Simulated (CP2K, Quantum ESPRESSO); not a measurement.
A Quantum ESPRESSO input for a self-consistent single point of NaF (Fm-3m, 2 atoms in the cell) (DFT, PBE, plane waves, SSSP 1.1.2 efficiency (PBE) pseudopotentials):

```fortran
&control
   calculation = 'scf'
   prefix = 'scf'
   outdir = './tmp'
   pseudo_dir = './'
   tprnfor = .true.
   tstress = .true.
/
&system
   ibrav = 0
   nat = 2
   ntyp = 2
   ecutwfc = 40
   ecutrho = 320
   occupations = 'smearing'
   smearing = 'fd'
   degauss = 0.00147
/
&electrons
   conv_thr = 1e-8
   mixing_beta = 0.7
/
ATOMIC_SPECIES
Na    22.9898  na_pbe_v1.5.uspp.F.UPF
F     18.9984  f_pbe_v1.4.uspp.F.UPF
CELL_PARAMETERS angstrom
   0.000000000     2.290467000     2.290467000
   2.290467000     0.000000000     2.290467000
   2.290467000     2.290467000     0.000000000
ATOMIC_POSITIONS crystal
Na    0.000000000    0.000000000    0.000000000
F     0.500000000    0.500000000    0.500000000
K_POINTS automatic
6 6 6  0 0 0
```

Give the CP2K input for the same structure, mesh, smearing and functional.

This is the input that was run; spellings and numerical settings could be chosen otherwise.

```
&GLOBAL
  PROJECT scf
  RUN_TYPE ENERGY_FORCE
  PRINT_LEVEL LOW
&END GLOBAL
&FORCE_EVAL
  METHOD Quickstep
  STRESS_TENSOR ANALYTICAL
  &DFT
    BASIS_SET_FILE_NAME BASIS_MOLOPT
    POTENTIAL_FILE_NAME GTH_POTENTIALS
    &QS
      METHOD GPW
      EPS_DEFAULT 1E-10
    &END QS
    &MGRID
      CUTOFF 950
      REL_CUTOFF 50
      NGRIDS 5
    &END MGRID
    &SCF
      SCF_GUESS ATOMIC
      EPS_SCF 1E-6
      MAX_SCF 100
      ADDED_MOS 4
      &DIAGONALIZATION
        ALGORITHM STANDARD
      &END DIAGONALIZATION
      &MIXING
        METHOD BROYDEN_MIXING
        ALPHA 0.3
        NBUFFER 10
        BETA 1.5
      &END MIXING
      &SMEAR ON
        METHOD FERMI_DIRAC
        ELECTRONIC_TEMPERATURE [K] 232.09
      &END SMEAR
    &END SCF
    &KPOINTS
      SCHEME MONKHORST-PACK 6 6 6
      GAMMA_CENTERED T
    &END KPOINTS
    &XC
      &XC_FUNCTIONAL PBE
      &END XC_FUNCTIONAL
    &END XC
    &PRINT
      &MO
        EIGENVALUES T
        OCCUPATION_NUMBERS T
        NDIGITS 8
        FILENAME mo
        &EACH
          QS_SCF 0
        &END EACH
        ADD_LAST NUMERIC
      &END MO
      &MULLIKEN OFF
      &END MULLIKEN
    &END PRINT
  &END DFT
  &SUBSYS
    &CELL
      A 3.23920900 0.00000000 0.00000000
      B 1.61960500 2.80523800 0.00000000
      C 1.61960500 0.93507900 2.64480300
      PERIODIC XYZ
    &END CELL
    &COORD
      Na       0.00000000     0.00000000     0.00000000
      F        3.23920950     1.87015850     1.32240150
    &END COORD
    &KIND Na
      BASIS_SET DZVP-MOLOPT-SR-GTH
      POTENTIAL GTH-PBE-q9
    &END KIND
    &KIND F
      BASIS_SET DZVP-MOLOPT-SR-GTH
      POTENTIAL GTH-PBE-q7
    &END KIND
  &END SUBSYS
  &PRINT
    &FORCES ON
    &END FORCES
    &STRESS_TENSOR ON
    &END STRESS_TENSOR
  &END PRINT
&END FORCE_EVAL
```

Basis settings and potentials, where a program has them, do not carry over. This input uses DFT PBE, GPW, DZVP-MOLOPT-SR-GTH basis, GTH-PBE potentials (GTH_POTENTIALS). Both were run: pressure 4.50 GPa in Quantum ESPRESSO and 3.72 in CP2K; gap on the mesh 6.484 eV in Quantum ESPRESSO and 6.632 in CP2K.

On CP2K: the starting cell comes from a database of computed structures (which also holds hypothetical and non-ambient phases and stackings), without a prior relaxation at this level. Its lattice was rescaled by a random factor within 2.5 % of one. Values carry the incompleteness of an atom-centred basis. With a pressure of about 4 GPa the cell is away from its equilibrium volume at this level.

On Quantum ESPRESSO: the starting cell comes from a database of computed structures (which also holds hypothetical and non-ambient phases and stackings), without a prior relaxation at this level. Its lattice was rescaled by a random factor within 2.5 % of one. With a pressure of about 4 GPa the cell is away from its equilibrium volume at this level.
